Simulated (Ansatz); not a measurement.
We consider CsCl-type LiH (model structure), described by PBEsol in Ansatz (plane waves, PAW).

Numerical settings: plane-wave cutoff 500 eV, 12×12×12 k mesh, gaussian smearing 0.02 eV, scalar-relativistic PAW data made under PBE.

Cell (relaxed at this level):

```xyz
2
Lattice="2.4914 0.0000 0.0000 0.0000 2.4914 0.0000 0.0000 0.0000 2.4914" Properties=species:S:1:pos:R:3 pbc="T T T"
Li     0.0000     0.0000     0.0000
H      1.2457     1.2457     1.2457
```

Task: What does this level give for the band gap?

Result: 
* **band gap**: 0.45 eV (on the SCF k mesh)

Note: the relaxation could raise the start's symmetry but not lower it, so the cell can be a saddle point.

The computed numbers hold no vibrational or temperature effects.

The result took about 5 core-seconds (a rough figure).

A model structure was made by putting elements into a prototype or built by hand; it is no filed structure, need not be a known phase, and can be a saddle point held by its symmetry.

Ansatz is an electronic-structure program.
